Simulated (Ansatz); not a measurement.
The parent structure is CuAu (space group P4/mmm, No. 123; a = 2.813 Å, c = 3.593 Å; relaxed with 0.1 eV smearing). Axes: x, y, z lie along a, b, c of the conventional cell.

The values are results of PBEsol/PAW in Ansatz (an electronic-structure program), no SOC, not measurements.

Base values:

The pressure is 0.0 GPa and the shortest interatomic distance comes out as 2.680 Å. The band gap is zero.

Now apply this change: uniaxial strain ε_xx = +3.00 %, all other strain components held at zero; the atoms relax in the strained cell.

Task: What happens to the energy relative to the base, pressure, shortest interatomic distance and band gap?

Result: The energy goes up by 7.4 meV/atom; the pressure (mean of the normal stresses, compression positive) goes from zero to -4.6 GPa; the shortest interatomic distance increases by 0.0224 Å, from 2.680 Å to 2.703 Å; the band gap stays zero.

Stability against distortions was not tested. The final runs are not spin-polarised.
